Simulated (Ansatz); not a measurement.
# A computed series for HfO2: pressure series

Consider HfO$_{2}$ in the fluorite structure (space group Fm-3m, No. 225).

Space group Fm-3m (No. 225); a = 5.0585 Å, b = 5.0585 Å, c = 5.0585 Å, α = 90.00°, β = 90.00°, γ = 90.00°

```tsv
atom	site	symmetry	x	y	z
Hf	4a	m-3m	0.0000	0.0000	0.0000
O	8c	-43m	0.2500	0.2500	0.2500
```
(The calculation used a cell of 3 atoms; values per cell refer to that cell.)

Cell and atoms are relaxed at each pressure.

Level of theory: r2SCAN (Ansatz, an electronic-structure program, PAW, spin-orbit coupling left out).

| case | electron mass | band gap | lattice parameter a |
|---|---|---|---|
| base | 1.1 mₑ along k, 0.76 mₑ across (at X) | 4.30 eV | 5.058 Å |
| pressure −2 GPa | 1.2 mₑ along k, 0.76 mₑ across (at X) | 4.28 eV | 5.071 Å |
| pressure −1 GPa | 1.2 mₑ along k, 0.76 mₑ across (at X) | 4.29 eV | 5.065 Å |
| pressure 1.8 GPa | 1.2 mₑ along k, 0.76 mₑ across (at X) | 4.32 eV | 5.047 Å |
| pressure 4.2 GPa | 1.1 mₑ along k, 0.75 mₑ across (at X) | 4.34 eV | 5.033 Å |
| pressure 9 GPa | 1.1 mₑ along k, 0.74 mₑ across (at X) | 4.39 eV | 5.006 Å |
| pressure 18 GPa | 1.1 mₑ along k, 0.73 mₑ across (at X) | 4.46 eV | 4.960 Å |
| pressure 30 GPa | 1.1 mₑ along k, 0.72 mₑ across (at X) | 4.54 eV | 4.906 Å |
| pressure 45 GPa | 1.0 mₑ along k, 0.70 mₑ across (at X) | 4.63 eV | 4.848 Å |
| pressure 60 GPa | 0.98 mₑ along k, 0.69 mₑ across (at X) | 4.71 eV | 4.797 Å |

With Hf present, leaving out spin-orbit coupling can change the band edges. Load acts through the strain it causes; cell and atoms are relaxed under it. Effective masses come from finite differences of ±0.01 Å⁻¹. Along k means along the line from Γ to the band edge. No phonon test of stability was made. Competing high-pressure phases were not computed. This is not the structure that HfO2 has at room temperature and ambient pressure.
